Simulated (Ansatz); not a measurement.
**InP: carrier doping**

Consider InP in the wurtzite structure (space group P6_3mc, No. 186; a = 4.169 Å, c = 6.846 Å; a model cell, its experimental status unchecked).

Carriers are added at fixed cell with a uniform background; the Fermi–Dirac width is that of 300 K.

Level of theory: r2SCAN (Ansatz, an electronic-structure program; PAW; 500 eV plane waves; no spin-orbit coupling).

Notes on the quantities. Fermi level from band edge: Fermi level relative to the doped band's edge (positive inside the band; to 0.05 eV).

| hole density (10^21 cm⁻³) | Fermi level from band edge (eV) |
|---|---|
| 1 | 0.30 |
| 2 | ? |
| 5 | 0.65 |
| 7 | 0.80 |

Problem. Fit E_F = C n^s, fitted as a line in log–log form (a parabolic band gives s = 2/3) to the rows shown and predict the withheld row.

Solution. Least squares on the printed values gives C = 0.30 eV, s = 0.50 (largest residual 0.01 eV); this predicts 0.42 eV, and the run gives 0.40 eV, in agreement.

Charged cell with a jellium background: band edges are those of the host's band count, energies are not comparable with the neutral cell, and many-body gap narrowing is missing. No phonon test of stability was made. This is not the structure that InP has at room temperature and ambient pressure.
